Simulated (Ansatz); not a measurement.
## WSi2: biaxial strain +2.50 %, plane normal [001], relaxed out of plane

Take WSi2 (space group I4/mmm, No. 139; a = 3.2289 Å, c = 7.8697 Å; relaxed with 0.1 eV smearing) as the base. Axes: x, y, z lie along a, b, c of the conventional cell.

One thing is altered: biaxial strain +2.50 %, plane normal [001], relaxed out of plane (Cartesian); in-plane vectors clamped, the third vector and the atoms free.

Calculations: Ansatz (a quantum-chemistry and plane-wave program) PBE, spin-orbit coupling left out. Settings: 25×25×25 k-points, 0.1 eV Fermi–Dirac smearing.

```csv
quantity,base,changed,shift
space group,I4/mmm (No. 139),I4/mmm (No. 139),–
shortest interatomic distance,2.605 Å,2.575 Å,-0.030 Å
energy relative to the base (free energy F),0 meV/atom,+25 meV/atom,+25 meV/atom
"pressure (mean of the normal stresses, compression positive)",0.0 GPa,-7.5 GPa,-7.5 GPa
band gap,zero,zero,–
out-of-plane strain,–,-0.80 %,–
ratio −ε⊥/ε∥,–,0.32,–
```

Final structure (turned so that z lies along the plane normal):

```xyz
3
Lattice="3.3096 0.0000 0.0000 0.0000 3.3096 0.0000 1.6548 -1.6548 3.9034" Properties=species:S:1:pos:R:3 pbc="T T T"
Si     1.6548     1.6548     1.2874
Si     3.3096     0.0000     2.6160
W      0.0000     0.0000     0.0000
```

No phonon test of stability was made. All final runs are without spin polarisation.
